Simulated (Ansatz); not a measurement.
Base system: TiAl3 (space group I4/mmm, No. 139; relaxed with 0.1 eV smearing).

```
TiAl3
1.0
   -1.90906     1.90906     4.27193
    1.90906    -1.90906     4.27193
    1.90906     1.90906    -4.27193
Al Ti
3 1
Direct
  0.50000   0.50000   0.00000
  0.75000   0.25000   0.50000
  0.25000   0.75000   0.50000
  0.00000   0.00000   0.00000
```

Cartesian axes are those of the cell as printed.

The values are results of PBEsol (Ansatz, a program for electronic structure, PAW, without spin-orbit coupling), earlier PAW set, not measurements.

Before the change:

```
Item                            Result
-----------------------------  -------
Pressure                       0.0 GPa
Shortest interatomic distance  2.700 Å
```

Modification: strain tensor (xx, yy, zz, yz, xz, xy) = (+0.39, −2.39, −2.21, +1.47, −0.21, +0.09) %; the atoms relax in the strained cell.

### Question
How does this affect the energy relative to the base, pressure and shortest interatomic distance?

### Answer
The energy goes up by 18 meV/atom; the pressure (mean of the normal stresses, compression positive) goes from zero to 5.3 GPa; the shortest interatomic distance falls by 0.033 Å to 2.667 Å.

Whether these cells are dynamically stable was not tested. The final runs are not spin-polarised.
